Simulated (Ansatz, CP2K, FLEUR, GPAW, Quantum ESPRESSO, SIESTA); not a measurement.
## Mg₂Zn (Cmcm, 6 atoms in the cell) computed with different codes at matched settings

Self-consistent single point.

```xyz
6
Lattice="1.5978 -7.4082 0.0000 1.5978 7.4082 0.0000 0.0000 0.0000 4.8001" Properties=species:S:1:pos:R:3 pbc="T T T"
Mg     1.5978     0.8832     1.2000
Mg     1.5978    -0.8832     3.6001
Mg     1.5978    -3.9367     1.2000
Mg     1.5978     3.9367     3.6001
Zn     1.5978     5.8042     1.2000
Zn     1.5978    -5.8042     3.6001
```

Shared settings, as Ansatz (an electronic-structure program) writes them: kpoints.mp_grid.grid = 5 5 4; scf.occupations.method = gaussian; scf.occupations.width = 0.0037 Ry. Potentials and cutoffs stand in the table.

| code | model | pressure (GPa) | largest force (eV/Å) | cutoff |
|---|---|---|---|---|
| Ansatz | LDA (PW92), PAW files made with PBE | -2.21 | 0.043 | default |
| Quantum ESPRESSO | LDA (PZ), GBRV 1.5 ultrasoft (LDA) pseudopotentials | -2.49 | 0.042 | 50 Ry |
| FLEUR | LDA (Perdew-Zunger), all-electron FLAPW (FLEUR), scalar-relativistic valence | – | 0.042 | Kmax 4.1 1/bohr |
| GPAW | LDA (Perdew-Wang 92), GPAW PAW datasets LDA (gpaw-data 1.0.1) | -2.21 | 0.043 | 800 eV |
| SIESTA | LDA PW92, numerical atomic orbitals DZP, PseudoDojo LDA standard norm-conserving potentials (rewritten from UPF to PSML) | -2.95 | 0.115 | grid 350 Ry |
| CP2K | LDA (Pade form), GPW, DZVP-MOLOPT-SR-GTH basis, GTH-PADE potentials (GTH_POTENTIALS) | -0.51 | 0.171 | grid 1000 Ry |

Size of the force on each atom (eV/Å): Sizes of forces hide their directions.

```csv
code,Mg1,Mg2,Mg3,Mg4,Zn5,Zn6
Ansatz,0.043,0.043,0.039,0.039,0.022,0.022
Quantum ESPRESSO,0.042,0.042,0.040,0.040,0.022,0.022
FLEUR,0.042,0.042,0.038,0.038,0.024,0.024
GPAW,0.043,0.043,0.039,0.039,0.022,0.022
SIESTA,0.048,0.048,0.040,0.040,0.115,0.115
CP2K,0.084,0.084,0.171,0.171,0.054,0.054
```

A dash marks a value that a program does not give, or that is left out as unsure.

The spread over the programs that give each value: pressure within 2.44 GPa; largest force within 0.129 eV/Å.

SIESTA and CP2K use small atom-centred bases, whose incompleteness enters pressures, forces and empty levels differently from a plane-wave cutoff. FLEUR treats all electrons, but the usual bases taken here (sphere radii, linearisation, local orbitals, empty states) were not tested for convergence, so the values are no reference for the others. Ansatz's pressure is given at a fixed set of plane waves, as the other plane-wave codes print theirs. The same LDA comes in different parametrisations, which differ slightly. In the pressure, CP2K (by 1.70) lies more than 1 GPa from the median of the plane-wave programs. In the force vectors, SIESTA (by 0.093) and CP2K (by 0.210) lie more than 0.08 eV/Å from the median of the plane-wave programs.

The shared mesh is coarse (it stands for a supercell whose shortest vector is 16 Å), so the values are not converged in it.

The starting cell comes from a database of computed structures (which also holds hypothetical and non-ambient phases and stackings), without a prior relaxation at this level.

Left out of this page: Elk (not drawn, or without a comparable value).

Keys are those of Ansatz 0.2.
